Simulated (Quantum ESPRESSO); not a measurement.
## Convergence series on Sn7Pd5 (C2, 12 atoms in the cell)

```xyz
12
Lattice="6.6547 -2.2088 0.0000 6.6547 2.2088 0.0000 -3.5595 0.0000 9.0721" Properties=species:S:1:pos:R:3 pbc="T T T"
Sn     8.6828     0.0473     3.4517
Sn     1.0672     0.0473     5.6205
Sn     7.1242    -0.0151     7.9969
Sn     2.6257    -0.0151     1.0752
Sn     3.8132    -0.0338     7.4755
Sn     5.9367    -0.0338     1.5966
Sn     4.8750     1.4829     4.5361
Pd    10.8942    -0.0243     1.7639
Pd    -1.1443    -0.0243     7.3082
Pd     9.3348     0.0300     6.1735
Pd     0.4151     0.0300     2.8986
Pd     6.6547     2.1322     0.0000
```

Method of the run: PBEsol, GBRV 1.5 ultrasoft (PBESOL) pseudopotentials (plane waves; Quantum ESPRESSO).

The starting cell comes from a database of computed structures (which also holds hypothetical and non-ambient phases and stackings), without a prior relaxation at this level. Its lattice was rescaled by a random factor within 2.5 % of one. Spin polarisation is off. In the base run, with a pressure of about -5 GPa the cell is away from its equilibrium volume at this level.

Held fixed: ecutwfc = 40 Ry; occupations = smearing; smearing = marzari-vanderbilt; degauss = 0.0099958 Ry; potentials = {Sn: sn_pbesol_v1.4.uspp.F.UPF, Pd: pd_pbesol_v1.4.uspp.F.UPF}; K_POINTS = automatic 5 5 2 0 0 0; conv_thr = 1e-11 Ry; mixing_beta = 0.3.

ΔF is the free energy per atom less that of the last row (320 Ry).

The series runs over ecutrho = 80 Ry; 120 Ry; 160 Ry; 200 Ry; 240 Ry; 320 Ry.

### Question
From which setting on does the energy stay within 0.5 meV/atom of the last one?

### Answer
From ecutrho = 120 Ry on; the one before it is off by 230 meV/atom.

### Question
From which setting on does the pressure stay within 0.1 GPa of the last one?

### Answer
From ecutrho = 120 Ry on; the one before it is off by 11 GPa. The value it settles on is -5.34 GPa at this level of theory and with the other settings as held.

```tsv
ecutrho	ΔF (meV/atom)	pressure (GPa)	largest force (eV/Å)
80 Ry	-228.8	5.93	0.219
120 Ry	-0.09	-5.28	0.125
160 Ry	0.04	-5.34	0.125
200 Ry	0.05	-5.34	0.125
240 Ry	0.07	-5.34	0.125
320 Ry	0.00	-5.34	0.125
```
